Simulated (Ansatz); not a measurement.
Mo2InN (model structure, started from the MAX type, P6₃/mmc, No. 194, 8 atoms in the cell) was calculated with LDA (Ansatz, a quantum-chemistry and plane-wave program, PAW).

Run with plane-wave cutoff 520 eV, 24×24×4 k mesh (along the axes of the cell as run), Fermi–Dirac smearing 0.05 eV, no spin polarisation, scalar-relativistic PAW data made under PBE.

Cell (relaxed at this level):

```cif
data_In2Mo4N2
_chemical_formula_sum 'In2 Mo4 N2'
_space_group_name_H-M_alt 'P63/mmc'
_space_group_IT_number 194
_space_group_name_Hall '-P 6c 2c'
_cell_length_a 3.15784
_cell_length_b 3.15784
_cell_length_c 13.14592
_cell_angle_alpha 90.000
_cell_angle_beta 90.000
_cell_angle_gamma 120.000
loop_
_atom_site_label
_atom_site_type_symbol
_atom_site_symmetry_multiplicity
_atom_site_Wyckoff_symbol
_atom_site_fract_x
_atom_site_fract_y
_atom_site_fract_z
_atom_site_occupancy
In1 In 2 d 0.66667 0.33333 0.25000 1
Mo1 Mo 4 f 0.33333 0.66667 0.07609 1
N1 N 2 a 0.00000 0.00000 0.00000 1
```

Task: What does this level give for the bulk modulus?

Result: 
- bulk modulus = 186 GPa

Note: the run has no spin polarisation, so it can have missed a magnetic state; the bulk modulus is −V dP/dV from two relaxed cells at ±2 % in volume; the relaxation could raise the start's symmetry but not lower it, so the cell can be a saddle point.

Spin–orbit coupling is not included; it can open a gap where bands touch, and shift volumes and moduli.

The computed numbers hold no vibrational or temperature effects.

The result took about 11 core-minutes (a rough figure).

A model structure was made by putting elements into a prototype or built by hand; it is no filed structure, need not be a known phase, and can be a saddle point held by its symmetry.
